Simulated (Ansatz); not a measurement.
A user runs Ansatz (a first-principles code) on Ca2PbAu2 (P1, 10 atoms in the cell) and asks whether the run is sound. The aim is a self-consistent single point with DFT, PBEsol, plane waves, default PAW files made with PBE.

The input file:

Ansatz 0.2 input:
```yaml
crystal:
  lattice:
    - [8.038000, 0.000000, 0.000000]
    - [0.000000, 8.038000, 0.000000]
    - [0.000000, 0.000000, 3.825400]
  atoms:
    - { symbol: Ca, position: [0.166834, 0.671703, 0.499706] }
    - { symbol: Ca, position: [0.342922, 0.170378, 0.485893] }
    - { symbol: Ca, position: [0.821052, 0.322320, 0.534230] }
    - { symbol: Ca, position: [0.683260, 0.829528, 0.514457] }
    - { symbol: Au, position: [0.617721, 0.110219, -0.005860] }
    - { symbol: Au, position: [0.875531, 0.641046, -0.005121] }
    - { symbol: Au, position: [0.382934, 0.868601, -0.026815] }
    - { symbol: Au, position: [0.107127, 0.380904, -0.005388] }
    - { symbol: Pb, position: [0.001521, 0.004133, 0.015592] }
    - { symbol: Pb, position: [0.501097, 0.501169, -0.006693] }
basis:
  ecutwfc: 210.0 eV
kpoints:
  mp_grid: { grid: [2, 2, 5] }
hamiltonian:
  xc: pbesol
  pseudopotentials: { kind: paw }
scf:
  occupations: { method: cold, width: 0.272 eV }
output:
  forces: true
  eigenvalues: true
  stress: true
```

The program printed (abridged):

```
WARN basis.ecutwfc = 210 eV is below the records' recommended cutoff, and the density's cutoff is lower with it unless basis.ecutrho_ratio is high enough to …
   [... lines left out ...]
Bands: 87, of which v1, the nominal top of the filled ones, is band 72 counted from 1 (71 counted from 0)
Symmetry: 1 space group operations
Space group: P1 (ITA 1), of the structure as read, at distance tolerance 6.3e-5 Å
k-points: 12 of 20 (time reversal used)
PAW frozen core: Ca, regenerated for the run's functional, and the local potential with it
PAW frozen core: Au, regenerated for the run's functional, and the local potential with it
PAW frozen core: Pb, regenerated for the run's functional, and the local potential with it
Initial density: superposition of atomic densities (neutral atoms: chi_scale 0, normalization atom), corrected by the library's trained network
Initial wavefunctions: pseudopotential atomic-orbital guess
Eigensolver: davidson
Functional: x = pbesol(κ = 0.804, μ = 0.12345679012345678), c = pbesol(β = 0.046)
SCF iter   1: F=—  HF=-82685.037841 eV  |F-HF|=—  |Δ(HF+E_count)|=         —  Δρ=6.75e-2  dr2=6.47e0  ethr=1.77e-3  ⟨swp⟩=9.1  Hψ=4626  notcnv=0
all-band conjugate gradients solve this SCF's bands
preconditioner: auto → Kerker (q_TF=auto, 2.493 Å⁻¹)
SCF iter   2: F=—  HF=-82682.642967 eV  |F-HF|=—  |Δ(HF+E_count)|=    2.39e0  S|Δr|=    0.00e0  Δρ=2.84e-2  dr2=9.36e-1  ethr=1.77e-3  ⟨swp⟩=2.0  Hψ=2177  notcnv=0  defer=59
   [... lines left out ...]
SCF iter   7: F=—  HF=-82682.289520 eV  |F-HF|=—  |Δ(HF+E_count)|=   1.70e-4  S|Δr|=    0.00e0  Δρ=1.96e-5  dr2=1.36e-6  ethr=1.58e-8  ⟨swp⟩=2.0  Hψ=1335  notcnv=0  defer=79
SCF iter   8: F=—  HF=-82682.289520 eV  |F-HF|=—  |Δ(HF+E_count)|=   4.80e-8  S|Δr|=    0.00e0  Δρ=5.69e-6  dr2=1.21e-7  ethr=9.47e-10  ⟨swp⟩=2.0  Hψ=1784  notcnv=0  defer=79
SCF iter   9: F=-82682.289520 eV  HF=-82682.289520 eV  |F-HF|=4.98e-9  |Δ(HF+E_count)|=   2.97e-9  S|Δr|=    0.00e0  Δρ=1.74e-6  dr2=1.33e-8  ethr=6.94e-11  ⟨swp⟩=10.8  Hψ=4321  notcnv=0
SCF 1 converged in 9 iterations: F = -82682.289520 eV  dr2 = 1.33e-8
Stability not checked (fill_not_monotonic)
Free energy (F): -82682.289520 eV
Internal energy: -82682.222958 eV  (E = F + TS)
E sigma→0 (E₀):  -82682.267333 eV
Entropy (-TS):   -0.066561 eV (-6.656 meV/atom)
Fermi energy:    11.913559 eV
--- Forces (eV/Å), atoms counted from 1 ---
  atom   1  Ca     0.16982220    -0.03852955    -0.23436632
  atom   2  Ca    -0.80923058     0.20214995     0.05731131
  atom   3  Ca     0.02638247     0.32563914    -0.64976778
   [... lines left out ...]
  atom  10  Pb    -0.09672051    -0.15068102     0.09113046
--- Stress (GPa, compression-positive) ---
        1.436942      -0.172436       0.081407
       -0.172436       1.431678      -0.094433
        0.081407      -0.094433       0.670245
  P = ⅓ Tr σ = 1.1796 GPa (11.796 kbar)
  The stress holds the Pulay correction. Without it, at fixed plane waves, as pw.x and ABINIT print it: P = -129.2482 GPa
```

Q: Is anything amiss in this input, and did it matter?

A: The run is not sound. The fault is a basis or grid far too coarse for these potentials. Far below the cutoff that the potentials were made for, the basis cannot represent the orbitals near the nuclei, and energies, forces and above all the stress go wrong. To fix it, restore the cutoff that the potentials need and check convergence. The run converged in 9 iterations without an error; against the sound input the free energy rises by 3.73 eV/atom, the pressure goes from -0.42 to 1.18 GPa and the largest force goes from 0.707 to 0.854 eV/Å. At a fixed set of plane waves, without the program's Pulay estimate, the pressure is -129.25 GPa against -0.44 GPa.

The sound input it was made from differs as follows (other fixes are possible):
```diff
-  ecutwfc: 210.0 eV
+  ecutwfc: 420.0 eV
```

With that input, the run converged in 8 iterations: free energy E − TS (on the zero of these files) -82719.5686 eV; Fermi level (on the code's own zero) 11.75 eV; pressure -0.42 GPa; largest force (vector length) 0.707 eV/Å (DFT, PBEsol, plane waves, default PAW files made with PBE).

On the sound input: the starting cell comes from a database of published, mostly measured structures (it also holds non-ambient and calculated ones), without a prior relaxation at this level. Its atoms were displaced at random from the sites of space group no. 127. Spin-orbit coupling is off. Ansatz's pressure includes its estimate of the finite-basis (Pulay) stress. Without a gap this mesh is coarse (it stands for a supercell whose shortest vector is 16 Å).
